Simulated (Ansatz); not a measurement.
Take AlCo in the CsCl type structure (space group Pm-3m, No. 221; a = 2.824 Å; weakly magnetic (sensitive to the mesh); relaxed with 0.1 eV smearing) as the base. Axes: x, y, z lie along the cube axes.

All numbers come from plane-wave PAW DFT at the r2SCAN level (Ansatz, a program for electronic structure, 500 eV), no SOC, earlier PAW set.

The change: biaxial strain +1.72 %, plane normal [111], relaxed out of plane (Cartesian); in-plane vectors clamped, the third vector and the atoms free.

**Question.** Estimate the effect on the energy relative to the base.

**Answer.** The energy goes up by 9.2 meV/atom.

**Question.** What does the calculation give for the in-plane stress after the change?

**Answer.** The mean in-plane stress (compression positive) is -7.4 GPa.

**Question.** What does the calculation give for the ratio −ε⊥/ε∥ after the change?

**Answer.** The ratio −ε⊥/ε∥ is 0.38.

Other magnetic orders, which the real material may have, were not ruled out. Whether these cells are dynamically stable was not tested. Starting moments died away, wholly or in part, for the base; another magnetic solution may exist.
